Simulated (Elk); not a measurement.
Input and output of a self-consistent single point for Ti6O (P-31m, 7 atoms in the cell) (Elk).

Computed with LDA (PW92), all-electron FP-LAPW, Elk's shipped species files, APW+lo basis with extra local orbitals in Elk.

```yaml
crystal:
  lattice:
    - [5.10479, 0.00000, 0.00000]
    - [-2.55240, 4.42088, 0.00000]
    - [0.00000, 0.00000, 4.73055]
  atoms:
    - { symbol: Ti, position: [0.66886, 0.66886, 0.26073] }
    - { symbol: Ti, position: [0.33114, 0.33114, 0.73927] }
    - { symbol: Ti, position: [0.33114, 0.00000, 0.26073] }
    - { symbol: Ti, position: [0.66886, 0.00000, 0.73927] }
    - { symbol: Ti, position: [0.00000, 0.33114, 0.26073] }
    - { symbol: Ti, position: [0.00000, 0.66886, 0.73927] }
    - { symbol: O, position: [0.00000, 0.00000, 0.00000] }
```

Reference input (self-consistent single point, DFT, PBEsol, all-electron FP-LAPW, Elk's shipped species files, APW+lo basis with extra local orbitals): xctype = 22; rgkmax = 7.5; stype = 0; swidth = 0.00183747 Ha; ngridk = 5 5 5; gmaxvr = 14 1/bohr; nxlo = 2; lorbcnd = true; lmaxi = 3; maxscl = 100. This run's input differs from it in these lines:

```diff
@@ -2,5 +2,2 @@
   0
-
-xctype
-  22
```

Log, with long lists cut:

```
│ Self-consistent loop started │
│ Loop number : 1 │
 total energy                :     -5183.27305220
│ Loop number : 2 │
 total energy                :     -5183.54068835
RMS change in Kohn-Sham potential (target) :   0.1645881414     (  0.1000000000E-05)
Absolute change in total energy (target)   :   0.2676361497     (  0.1000000000E-03)
│ Loop number : 3 │
 total energy                :     -5186.95465188
RMS change in Kohn-Sham potential (target) :   0.9990674644E-01 (  0.1000000000E-05)
Absolute change in total energy (target)   :    3.480872569     (  0.1000000000E-03)
│ Loop number : 4 │
   [... lines left out ...]
Absolute change in total energy (target)   :   0.2864525862E-02 (  0.1000000000E-03)
│ Loop number : 14 │
 total energy                :     -5187.00440002
RMS change in Kohn-Sham potential (target) :   0.5133764418E-06 (  0.1000000000E-05)
Absolute change in total energy (target)   :   0.3216685809E-03 (  0.1000000000E-03)
│ Loop number : 15 │
 total energy                :     -5187.00447135
RMS change in Kohn-Sham potential (target) :   0.1215519318E-06 (  0.1000000000E-05)
Absolute change in total energy (target)   :   0.9084810699E-05 (  0.1000000000E-03)
Convergence targets achieved

│ Loop number : 16 │

Energies :
 Fermi                       :     0.316895541258
 total energy                :     -5187.00449215

Density of states at Fermi energy :    129.2850696
 (states/Hartree/unit cell)

Estimated indirect band gap :   0.1986107161E-02
 from k-point      4 to k-point      1
Estimated direct band gap   :   0.7348589280E-02
 at k-point     16

Charges :
 core                        :    62.00000000
 valence                     :    78.00000000
 interstitial                :    12.37219940
 muffin-tins (core leakage)
  species :    1 (Ti)
   atom    1                 :    20.03270600     (  0.4024533595E-08)
   atom    2                 :    20.03270600     (  0.4024533595E-08)
   atom    3                 :    20.03270600     (  0.4024533595E-08)
   [... lines left out ...]
   atom    6                 :    20.03270600     (  0.4024533595E-08)
  species :    2 (O)
   atom    1                 :    7.431564582     (  0.4624831895E-07)
 total in muffin-tins        :    127.6278006
 total calculated charge     :    140.0438638
 total charge                :    140.0000000
 error                       :   0.4386377507E-01

│ Self-consistent loop stopped │
```

The run converged in 16 iterations. The count includes the last loop, which Elk runs after its targets are met. 

The starting cell comes from a database of computed structures (which also holds hypothetical and non-ambient phases and stackings), without a prior relaxation at this level. Spin polarisation is off, so a magnetic state, if there is one, cannot be reached. Values depend on the basis (sphere radii, cutoffs, local orbitals), which need not be converged. The log's line on a gap gives a spacing of levels on this mesh, which the program prints for metals too.

Cost on one core of a shared machine: roughly 90 s.
